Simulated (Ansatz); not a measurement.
We consider fcc Yb, described by PBE in Ansatz (PAW).

Run with plane-wave cutoff 520 eV, 18×18×18 k mesh, Fermi–Dirac smearing 0.05 eV, no spin polarisation, scalar-relativistic PAW data made under PBE.

Properties against volume:

| V (Å³/atom) | P (GPa) | smallest gap on the k mesh (eV) |
|---|---|---|
| 33.516 | 1.30 | 0.000 |
| 34.229 | 0.83 | 0.032 |
| 34.942 | 0.40 | 0.035 |
| 35.656 | 0.00 | 0.028 |
| 36.369 | -0.37 | 0.021 |
| 37.082 | -0.70 | 0.014 |
| 37.795 | -1.01 | 0.006 |

Spin–orbit coupling is not included; it can close the smallest gap of 0.03 eV.

Ansatz is a first-principles code.
